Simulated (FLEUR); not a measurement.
Input and output of a self-consistent single point for Sn (Fd-3m, 2 atoms in the cell) (FLEUR).

Method: LDA (Perdew-Zunger), all-electron FLAPW (FLEUR), scalar-relativistic valence.

```
CELL_PARAMETERS angstrom
      0.00000     3.24450     3.24450
      3.24450     0.00000     3.24450
      3.24450     3.24450     0.00000
ATOMIC_POSITIONS crystal
  Sn 0.00000 0.00000 0.00000
  Sn 0.25000 0.25000 0.25000
```

Reference input (self-consistent single point, DFT, PBE, all-electron FLAPW (FLEUR), scalar-relativistic valence): Kmax = 4.1 1/bohr; GmaxXC = 16.4 1/bohr; xcFunctional = pbe; jspins = 1; l_soc = F; mode = hist; fermiSmearingEnergy = 0.00183747 Htr; mesh (inpgen div1-3) = 9 9 9; inpgen gamma flag = false; Gmax = 16.4 1/bohr; numbands = 0; maxIterBroyd = 15. This run's input differs from it in these lines:

```diff
@@ -14,2 +14,3 @@
 &comp jspins=1 /
+&exco xctyp='pz' /
 &kpt div1=9 div2=9 div3=9 /
@@ -26,3 +27,3 @@
       <coreElectrons ctail="T" frcor="F" kcrel="0" coretail_lmax="0"/>
-      <xcFunctional name="pbe" relativisticCorrections="F"/>
+      <xcFunctional name="pz" relativisticCorrections="F"/>
       <magnetism jspins="1"/>
```

Log, with long lists cut:

```
 Iteration:     1   Distance:       4.18326884 me/bohr^3
 Iteration:     2   Distance:       3.93290135 me/bohr^3
 Iteration:     3   Distance:       1.30170302 me/bohr^3
 Iteration:     4   Distance:       0.27006155 me/bohr^3
 Iteration:     5   Distance:       0.19558980 me/bohr^3
   [... 3 lines left out ...]
 Iteration:     9   Distance:       0.00024213 me/bohr^3
 Iteration:    10   Distance:       0.00022915 me/bohr^3
 Iteration:    11   Distance:       0.00001002 me/bohr^3
 Iteration:    12   Distance:       0.00000281 me/bohr^3
 Run finished successfully
 Stop message:
   Structural relaxation: Done

[file out, last iteration]
             iter=     13
[...]
          total density-effective poten   -2.0456432206E+04
          total charge density-energy d   -3.1998026784E+02
 Updated energy parameters for spin:           1
[...]
 fermi energy and band-weighting factors:

[...]
FERMIE:
          first approx. to ef    (T=0)  :   0.193815 htr   (energy of the highest occ. eigenvalue)
          number of occ. states  (T=0)  :        489
          first approx. to seigv (T=0)  : -11.553800 htr
          sum of weights of occ. states :  14.008230
          sum of semicore charge        :   0.000000 e
FERHIS:  Fermi-Energy by histogram:
          bandgap                     :   0.005677 htr
   [... lines left out ...]
          charge neutrality (T=0)     :   0.016461    (zero if the highest occ. eigenvalue is "entirely" occupied)
     EF_NEWTON:  Adjust Fermi-Energy by Newton-Method.
 Direct bandgap for spin            1 :    2.3756543470036251E-002  Htr
   [... lines left out ...]
 ---->    (input%tkb*entropy) TS=              0.0000968175 htr
 ---->    free energy=                    -12347.6436889508 htr
      extrapolation for T->0
 ---->    total electron energy=          -12347.6436405420 htr
 ***** TOTAL FORCES ON ATOMS *****
 TOTAL FORCE FOR ATOM TYPE=  1  X= -1.533   Y= -1.533   Z= -1.533
                       FX_TOT= 0.000000 FY_TOT= 0.000000 FZ_TOT= 0.000000
 Structural relaxation: Done
```

The run converged in 12 iterations. FLEUR gives forces in its relaxation mode, with a further iteration, so its stop message speaks of a relaxation. 

The starting cell has typed, rounded lattice constants, without a prior relaxation at this level. Values depend on the basis (sphere radii, cutoffs, local orbitals), which need not be converged. The log's line on a gap gives a spacing of levels on this mesh, which the program prints for metals too.

Cost on one core of a shared machine: roughly 80 s.
